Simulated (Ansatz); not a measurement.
Start from Ir in the diamond structure (space group Fd-3m, No. 227; a = 5.567 Å; a hypothetical phase, not in the database extracts checked).

(Cell as relaxed with PBE.)

Levels (all Ansatz, a program for electronic structure, PAW): PBE (420 eV, no spin-orbit coupling); PBEsol (420 eV, no spin-orbit coupling).

Each level relaxes its own structure.

| base | PBE | PBEsol |
|---|---|---|
| volume per atom | 21.57 Å³ | 20.87 Å³ |
| lattice parameter a | 10.521 bohr | 10.405 bohr |
| band gap | zero | zero |

One thing is altered: a negative pressure, −2 GPa.

```csv
quantity,PBE,PBEsol
band gap,zero,___
shortest interatomic distance,4.573 bohr,___
```

Problem. What does PBEsol give?

Solution. 
- band gap, PBEsol: zero
- shortest interatomic distance, PBEsol: 4.521 bohr

PBE's shortest interatomic distance lies 0.052 bohr above PBEsol's (1.2 %); the two agree on the band gap. Neither level is exact; PBEsol is the comparison here, not a measurement.

Load acts through the strain it causes; cell and atoms are relaxed under it. Stability against distortions was not tested. The final runs are not spin-polarised.
